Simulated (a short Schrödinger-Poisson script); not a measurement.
MOS inversion layer, SiO2 on p-type Si(111)

System: MOS inversion layer, SiO2 on p-type Si(111), at 200 K.

| layer | material | thickness (nm) | Na (cm⁻³) |
|---|---|---|---|
| 1 | SiO2 | 2.2 | - |
| 2 | Si | 390 | 1.2e18 |

Constants are typed, rounded textbook-type inputs, not results; the design itself was drawn at random and stands for no fabricated device. SiO2: permittivity 3.9, conduction-band edge (eV) 3.15, gap (eV) 9, electron mass (mₑ) 0.5. Si: permittivity 11.7, conduction-band edge (eV) 0, gap (eV) 1.124, Nv at 300 K (cm⁻³) 3.1e19.

Channel valleys (confinement mass, in-plane density-of-states mass, number): Δ6 0.258, 0.358, 6. At the gate the conduction-band edge of layer 1 lies 3.57 eV − eVg above the Fermi level of the channel; the field vanishes at the back. Gaps are held at their typed values at every temperature. Mesh 0.03 nm at interfaces.

Solved with a short Schrödinger-Poisson script written for these runs: 1D Poisson equation in equilibrium, electrons quantum, Hartree (BenDaniel-Duke, 12 states a valley, the channel's in-plane mass for all, wave functions free to enter the dielectric), parabolic valleys, classical holes, full ionisation, no traps, pinning or gate leakage.

```
Vg (V)  electrons (cm⁻²)  C (μF/cm²)  Δ6 E0 (meV)  Δ6 E1 (meV)
------  ----------------  ----------  -----------  -----------
0.7               1.51e6       0.268        278.2        409.1
0.8               1.43e8       0.260        199.7        335.0
0.9              1.33e10       0.325        121.7        261.0
1                2.91e11       0.911         68.3        211.4
1.1              9.20e11        1.15         48.1        194.5
1.2              1.65e12        1.23         37.6        187.1
1.3              2.43e12        1.26         30.5        183.0
1.4              3.23e12        1.29         25.2        180.6
1.5              4.04e12        1.31         20.9        179.1
1.6              4.86e12        1.32         17.2        178.2
1.7              5.69e12        1.33         14.0        177.6
1.8              6.52e12        1.34         11.1        177.4
1.9              7.36e12        1.35          8.5        177.4
2                8.21e12        1.35          6.1        177.5
2.1              9.06e12        1.36          3.9        177.7
2.2              9.92e12        1.37          1.8        178.0
2.3              1.08e13        1.37         -0.1        178.5
```

Gate voltages with under 1e6 electrons/cm² are left out.

Subbands count from the Fermi level.
